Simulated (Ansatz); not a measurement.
A computed series for W: response to strain

Start from W in the bcc (W type) structure (space group Im-3m, No. 229; a = 3.135 Å; relaxed with 0.1 eV smearing). Axes: x, y, z lie along the cube axes.

Strains are applied to the cell and any free atomic positions relax; under biaxial strain the out-of-plane vector relaxes too.

Calculations: LDA/PAW in Ansatz (a program for electronic structure), spin-orbit coupling left out.

```json
[
 {"biaxial strain, plane normal [001], relaxed out of plane (%)": "0", "out-of-plane strain (%)": "0.00"},
 {"biaxial strain, plane normal [001], relaxed out of plane (%)": "0.5", "out-of-plane strain (%)": "-0.39"},
 {"biaxial strain, plane normal [001], relaxed out of plane (%)": "1", "out-of-plane strain (%)": "?"},
 {"biaxial strain, plane normal [001], relaxed out of plane (%)": "1.5", "out-of-plane strain (%)": "-1.13"},
 {"biaxial strain, plane normal [001], relaxed out of plane (%)": "2", "out-of-plane strain (%)": "-1.49"},
 {"biaxial strain, plane normal [001], relaxed out of plane (%)": "2.5", "out-of-plane strain (%)": "-1.84"},
 {"biaxial strain, plane normal [001], relaxed out of plane (%)": "3", "out-of-plane strain (%)": "-2.19"}
]
```

Q: Fit ε⊥ = −νε + γε² (strains in %) to the rows shown and predict the withheld row.

A: Least squares on the printed values gives ν = 0.78 (the biaxial Poisson response) and γ = 0.016 (largest residual 0.01 %); this predicts -0.76 %, and the run gives -0.77 %, in agreement.

No phonon test of stability was made. All final runs are without spin polarisation.
